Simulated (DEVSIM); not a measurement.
Device: n-channel Si planar bulk MOSFET with SiO2, at 350 K.

```
Item                                                          Value
-----------------------  ------------------------------------------
Gate length                                                   30 nm
Source drain length                                           24 nm
Dielectric thickness                                         1.1 nm
Lateral straggle                                             1.8 nm
Underlap                                                       0 nm
Junction depth                                              16.6 nm
Substrate depth                                              140 nm
Gate work function                                          4.17 eV
Source and drain doping  1.1e20 cm⁻³, Gaussian tails under the gate
Body doping                                             1.9e18 cm⁻³
Lifetime                                                     3e-8 s
Supply                                                        0.8 V
```

All mobilities are scaled by 0.2; velocity saturation, μ/(1 + (μE/vsat)^b)^(1/b) with b = 2 for electrons and 1 for holes and E the electric field along each mesh edge, is on. Mobility is μmin + (μ − μmin)/(1 + (N/Nref)^α).

Constants are typed, rounded textbook-type inputs, not results; the design itself was drawn at random and stands for no fabricated device. Values at 300 K; Nc and Nv go as T^1.5, mobilities as T to minus their exponent, the gap by Varshni's rule with the affinity fixed.

Si: gap (eV) 1.124, affinity (eV) 4.05, permittivity 11.7, Nc (cm⁻³) 2.86e19, Nv (cm⁻³) 3.1e19, μn (cm²/Vs) 1417, μp (cm²/Vs) 470, μn,min 52, μp,min 45, Nref,n 9.7e16, Nref,p 2.2e17, αn 0.68, αp 0.72, T exponent of μn 2.3, T exponent of μp 2.2, vsat,n (cm/s) 1e7, vsat,p (cm/s) 8.4e6, Varshni α (eV/K) 0.000473, Varshni β (K) 636. SiO2: gap (eV) 9, affinity (eV) 0.9, permittivity 3.9.

Simulated with DEVSIM: 2D drift-diffusion, Boltzmann statistics, complete ionisation; no quantum confinement, tunnelling, impact ionisation, self-heating, contact resistance or fringe fields beside the gate. Metal contacts follow the ideal Schottky-Mott rule: no Fermi-level pinning, no interface dipoles.

Transfer curves, |Id| in μA/μm:

| Vg (V) | Vd = 0.05 V | Vd = 0.8 V |
|---|---|---|
| -0.24 | 0.0004230 | 0.01254 |
| -0.2 | 0.0009668 | 0.02521 |
| -0.16 | 0.002242 | 0.05165 |
| -0.12 | 0.005260 | 0.1076 |
| -0.08 | 0.01245 | 0.2270 |
| -0.04 | 0.02963 | 0.4821 |
| 0 | 0.07054 | 1.021 |
| 0.04 | 0.1670 | 2.129 |
| 0.08 | 0.3889 | 4.288 |
| 0.12 | 0.8762 | 8.178 |
| 0.16 | 1.861 | 14.54 |
| 0.2 | 3.621 | 23.94 |
| 0.24 | 6.312 | 36.65 |
| 0.28 | 9.833 | 52.69 |
| 0.32 | 13.89 | 71.88 |
| 0.36 | 18.20 | 93.99 |
| 0.4 | 22.53 | 118.7 |
| 0.44 | 26.77 | 145.9 |
| 0.48 | 30.87 | 175.2 |
| 0.52 | 34.79 | 206.4 |
| 0.56 | 38.52 | 239.3 |
| 0.6 | 42.08 | 273.8 |
| 0.64 | 45.47 | 309.7 |
| 0.68 | 48.70 | 346.9 |
| 0.72 | 51.77 | 385.1 |
| 0.76 | 54.70 | 424.3 |
| 0.8 | 57.49 | 464.2 |

**Question.** Work out the subthreshold swing at low drain bias from the rows at -0.04 and 0 V, and compare it with the thermal limit.

**Answer.** log10(0.07054/0.02963) = 0.377 over 40.0 mV, so S = 106 mV/decade. The limit kT/q ln 10 is 69.4 mV/decade; the ratio is 1.53. This is the steepest step of the table.

**Question.** Find both thresholds at the constant current 0.1 μA × (1 μm/L) a micrometre, and the DIBL.

**Answer.** The current is 3.33 μA/μm. Interpolating ln Id gives 0.195 V and 0.066 V; their difference over the 0.75 V of drain bias is 170 mV/V.

Source and drain are degenerate, where Boltzmann statistics are only rough. The electric field that drives the saturation includes the junctions' built-in field, which lowers the mobility there even at small currents: subthreshold currents come out too low, a known weakness of this choice.
